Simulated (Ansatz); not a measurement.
By PBEsol, the system below comes out a metal.

Without scattering a metal conducts by its projected Fermi surface.

Input:

```
Li
1.0
    4.86392     0.00000     0.00000
   -2.43196     4.21228     0.00000
    2.43196     1.40409     0.99284
Li
1
Cartesian
  0.00000   0.00000   0.00000
```

Space group of this cell: Im-3m, bcc (W type). The cell is taken as given.

The current flows along the normal of the first two printed cell vectors, the (111) plane of the conventional cell. No spin-orbit coupling; the value is a mean over 0.1 eV about the Fermi level.

Problem. Predict the ballistic conductance per area from PBEsol (Ansatz, a quantum-chemistry and plane-wave program).

Solution. 0.81 × 10¹⁵ S/m² for both spins.
